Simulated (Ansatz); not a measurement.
Base system: Cd₃N₂ (space group P-3m1, No. 164; a hypothetical phase, not in the database extracts checked).

```
Cd3N2
1.0
    3.66644     0.00000     0.00000
   -1.83322     3.17523     0.00000
    0.00000     0.00000     6.37048
N Cd
2 3
Direct
  0.33333   0.66667   0.22108
  0.66667   0.33333   0.77892
  0.00000   0.00000   0.00000
  0.33333   0.66667   0.65736
  0.66667   0.33333   0.34264
```

Cartesian axes are those of the cell as printed.

Level of theory: PBEsol, PAW, 420 eV (Ansatz, a first-principles code; scalar-relativistic without spin-orbit coupling).

It is then changed as follows: every lattice vector is stretched by 1.52 %; the atoms relax in the strained cell.

Q: Predict the stress tensor and what it implies for the stiffness.

A: Stress of the strained cell less that of the base (GPa, compression positive):
```
   -4.6     0.0     0.0
    0.0    -4.6     0.0
    0.0     0.0    -3.9
```

Then B = −ΔP/(ΔV/V₀) with ΔV/V₀ = 0.0463 gives secant stiffness values (nonlinear terms included at this strain): B (at held cell shape, above the free-shape value) ≈ 95 GPa.

As a check, the harmonic strain energy −½ V₀ Δσ:ε is 9.3 meV/atom; the computed energy rise is 9.9 meV/atom.

No phonon test of stability was made. All final runs are without spin polarisation.
